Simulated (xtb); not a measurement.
xtb 6.7.1, GFN2-xTB: O=S(=O)(c1ccco1)c1cccs1, 19 atoms. The geometry is a generated start, not checked to be a minimum at this level.

```
Quantity                                                                                                       Result
------------------------  -------------------------------------------------------------------------------------------
method                                                                                                       GFN2-xTB
--acc                                                                                                     1 (default)
--etemp (K)                                                                                             300 (default)
detailed input (--input)  none: ANC optimiser, Lindh (1995) Hessian, microcycle=20, maxdispl=1.0, hlow=0.01 (default)
basis functions                                                                                                    70
valence electrons                                                                                                  68
```

```xyz
19

O      0.0270    -1.8547    -1.8639
S      0.1932    -1.5084    -0.4670
O      0.5247    -2.4811     0.5543
C      1.4658    -0.2610    -0.3976
C      2.4742     0.0612    -1.3001
C      3.2128     1.1374    -0.7569
C      2.6272     1.4242     0.4500
O      1.5792     0.5965     0.6798
C     -1.2992    -0.7179     0.0656
C     -2.1390    -0.9540     1.1382
C     -3.2415    -0.0525     1.1741
C     -3.2082     0.8411     0.1268
S     -1.8546     0.5902    -0.8892
H      2.6380    -0.4407    -2.2449
H      4.0665     1.6402    -1.1901
H      2.8280     2.1510     1.2255
H     -1.9600    -1.7422     1.8610
H     -4.0196    -0.0598     1.9282
H     -3.9145     1.6304    -0.0936
```

The structure is relaxed from this start with --opt LEVEL for the levels crude, sloppy, loose, lax, normal, tight, vtight, extreme, once each. Up to the end of the extreme run atoms move by at most 0.30 Å along an axis.

Problem. Choose the cheapest level whose final energy lies within 1 meV of that of extreme.

Solution. tight: 32 cycles against 63, ending 0.36 meV above.

```json
[
 {"level": "crude", "cycles": "4", "energy above the extreme run (meV)": "13", "gradient norm (eV/Å)": "0.47"},
 {"level": "sloppy", "cycles": "6", "energy above the extreme run (meV)": "6.8", "gradient norm (eV/Å)": "0.23"},
 {"level": "loose", "cycles": "7", "energy above the extreme run (meV)": "5.8", "gradient norm (eV/Å)": "0.14"},
 {"level": "lax", "cycles": "12", "energy above the extreme run (meV)": "3.1", "gradient norm (eV/Å)": "0.097"},
 {"level": "normal", "cycles": "17", "energy above the extreme run (meV)": "1.6", "gradient norm (eV/Å)": "0.028"},
 {"level": "tight", "cycles": "32", "energy above the extreme run (meV)": "0.36", "gradient norm (eV/Å)": "0.0092"},
 {"level": "vtight", "cycles": "44", "energy above the extreme run (meV)": "0.097", "gradient norm (eV/Å)": "0.0031"},
 {"level": "extreme", "cycles": "63", "energy above the extreme run (meV)": "—", "gradient norm (eV/Å)": "0.0012"}
]
```
